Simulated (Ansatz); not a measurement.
# ZnSe: pressure series

The reference is ZnSe in the zinc blende structure (space group F-43m, No. 216; a = 5.733 Å).

Cell and atoms are relaxed at each pressure.

All numbers come from PBE in Ansatz (plane waves to 420 eV, PAW, no SOC), earlier PAW set.

```csv
variant,electron mass,shortest interatomic distance
base,0.089 mₑ (at Γ),2.482 Å
pressure −2 GPa,0.082 mₑ (at Γ),2.514 Å
pressure −1 GPa,0.086 mₑ (at Γ),2.498 Å
pressure 0.3 GPa,0.090 mₑ (at Γ),2.478 Å
pressure 0.7 GPa,0.091 mₑ (at Γ),2.472 Å
pressure 1.5 GPa,0.094 mₑ (at Γ),2.462 Å
pressure 3 GPa,0.099 mₑ (at Γ),2.443 Å
pressure 5 GPa,0.10 mₑ (at Γ),2.421 Å
pressure 7.5 GPa,0.11 mₑ (at Γ),2.397 Å
pressure 10 GPa,0.11 mₑ (at Γ),2.376 Å
```

The levels and masses belong to the bands next to the band gap. Load acts through the strain it causes; cell and atoms are relaxed under it. Effective masses come from finite differences of ±0.01 Å⁻¹. Whether these cells are dynamically stable was not tested. Tetrahedral semiconductors of this kind turn to denser phases somewhere between about 1 and 50 GPa; those were not computed, so compressed cells here can lie past the real transition.

Ansatz is an electronic-structure program.
